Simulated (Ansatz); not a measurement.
Take Mg2Ge in the anti-fluorite structure (space group Fm-3m, No. 225) as the base.

```xyz
3
Lattice="0.0000 3.1822 3.1822 3.1822 0.0000 3.1822 3.1822 3.1822 0.0000" Properties=species:S:1:pos:R:3 pbc="T T T"
Mg     1.5911     1.5911     1.5911
Mg     4.7733     4.7733     4.7733
Ge     0.0000     0.0000     0.0000
```

Cartesian axes are those of the cell as printed.

Computed with Kohn–Sham DFT with the PBEsol functional, run in Ansatz (an electronic-structure program) with PAW and 420 eV plane waves, spin-orbit coupling left out.

Base values:

| Quantity | Value |
|---|---|
| Valley order | X along ⟨100⟩ 0.08 eV; Γ 1.03 eV; L along ⟨111⟩ 1.03 eV |
| Pressure | 0.0 GPa |

The change: tensile biaxial strain of 0.83 % in the plane normal to [111], as in epitaxy on a mismatched substrate; the out-of-plane cell vector and the atoms relax.

**Question.** What happens to the valley order and pressure?

**Answer.** The valley order (the lowest conduction-band minima on the path, energy above the VBM, named in the base's zone) becomes X along [001] 0.05 eV; L along [111] 0.86 eV; Γ 0.91 eV; L along [1-11] 0.96 eV (base: X along ⟨100⟩ 0.08 eV; Γ 1.03 eV; L along ⟨111⟩ 1.03 eV); the pressure (mean of the normal stresses, compression positive) goes from zero to -0.7 GPa.

The levels and masses belong to the bands next to the band gap. No phonon test of stability was made. The final runs are not spin-polarised. Gaps under 0.05 eV, about the width of the smearing, are given as zero.
